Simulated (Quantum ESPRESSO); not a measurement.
## Equation of state of rutile-structure SiO2 (space group 136): energy against volume (Quantum ESPRESSO, PBE)

```
SiO2
1.0
    4.10568     0.00000     0.00000
    0.00000     4.10568     0.00000
    0.00000     0.00000     2.62252
Si O
2 4
Cartesian
  0.00000   0.00000   0.00000
  2.05284   2.05284   1.31126
  1.25634   1.25634   0.00000
  3.30917   0.79650   1.31126
  0.79650   3.30917   1.31126
  2.84934   2.84934   0.00000
```

Method: PBE, GBRV 1.5 ultrasoft (PBE) pseudopotentials (plane waves; Quantum ESPRESSO). Settings: ecutwfc = 52 Ry; ecutrho = 260 Ry; occupations = smearing; smearing = fd; degauss = 0.000734986 Ry; potentials = {Si: si_pbe_v1.uspp.F.UPF, O: o_pbe_v1.2.uspp.F.UPF}; K_POINTS = automatic 8 8 12 0 0 0; conv_thr = 1e-10 Ry; mixing_beta = 0.3. The cell above is the first row's. The rows scale it uniformly. In all rows fractional positions and the k mesh are held. E is the free energy at the stated smearing, counted from the lowest row.

```csv
V (Å^3/atom),E (meV/atom)
7.3678,60.19
7.5280,33.47
7.6881,15.07
7.8483,4.16
8.0085,0.00
8.1686,1.92
8.3288,9.33
8.4890,21.67
8.6491,?
```

The 8 complete rows are fitted with the third-order Birch-Murnaghan form, a cubic in V^(-2/3), E against V. With u = V^(-2/3) - 0.252, the rows have u = 0.012104, 0.008344, 0.004717, 0.001211, -0.002177, -0.005452, -0.008624, -0.011695. Least squares gives E = 1.954 + 1490.99·u + 272967·u² + 112276·u³. Residuals (row less fit): -0.002, 0.005, -0.002, 0.000, -0.001, -0.001, 0.005, -0.002; standard error 0.004 (degrees of freedom: 4). Its minimum lies at u = -0.002736, so V0 = (0.249264)^(-3/2) = 8.035. There d²E/du² = 544100 and d³E/du³ = 673700, so B0 = (4/9) × 8.035^(-7/3) × 544100 × 0.160218 = 300 GPa (the last factor turns the table's units into GPa), and B0' = 4 + (2/3) × 0.249264 × (673700)/544100 = 4.2. The program's pressures in the fitted runs (not shown) pass through zero at V = 8.03, 0.12 % from this V0.

Question: Estimate the missing E (V = 8.6491); what did the run itself give?

Answer: u = -0.014670, so E = 1.954 + 1490.99 × (-0.014670) + 272967 × (-0.014670)² + 112276 × (-0.014670)³ = 38.472 meV/atom. The calculation gives 38.45 meV/atom, 0.022 meV/atom below the prediction (under 0.05 % of the range of E in the table). The row lies outside the fitted rows, so this is an extrapolation. From the scatter of the fitted rows alone, a prediction at this place has a standard error of 0.010 meV/atom, so the miss is 2.3 times that.

Carrying the step between the two nearest rows on in a straight line would have given 34.00, off by 4.45; series whose last step already gives the withheld value aren't shown. The scan was laid around a cell of about the measured size, scaled by a guess for this functional; axis ratios and inner coordinates come from that cell. This is stishovite, a high-pressure phase. The runs keep the symmetry of the cell, so they don't test it for distortions. The shape of the cell and the inner coordinates aren't relaxed, so V0 and B0 belong to this uniform scaling; a relaxed crystal lies no higher in energy and is usually softer (forces reach 0.54 eV/Å in these rows). Cutoffs and mesh are single choices, not tested for convergence of this quantity. Series with a scatter that would blur these digits, or in which a gap closes, are not shown. Nor are scans whose minimum lies at an end fitted in this form.
